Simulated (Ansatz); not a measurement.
Take Au in the fcc (Cu type) structure (space group Fm-3m, No. 225) as the base.

```yaml
crystal:
  lattice:
    - [0.00000, 2.06204, 2.06204]
    - [2.06204, 0.00000, 2.06204]
    - [2.06204, 2.06204, 0.00000]
  atoms:
    - { symbol: Au, position: [0.00000, 0.00000, 0.00000] }
```

Cartesian axes are those of the cell as printed.

Calculations: r2SCAN (Ansatz, a quantum-chemistry and plane-wave program), no SOC.

The change: every lattice vector is stretched by 1.73 %, atoms relaxed at fixed cell.

Task: Predict the stress tensor and what it implies for the stiffness.

Result: Stress of the strained cell less that of the base (GPa, compression positive):
```
   -6.7     0.0     0.0
    0.0    -6.7     0.0
    0.0     0.0    -6.7
```

Then B = −ΔP/(ΔV/V₀) with ΔV/V₀ = 0.0528 gives secant stiffness values (nonlinear terms included at this strain): B ≈ 128 GPa.

As a check, the harmonic strain energy −½ V₀ Δσ:ε is 19 meV/atom; the computed energy rise is 21 meV/atom.

Stability against distortions was not tested.
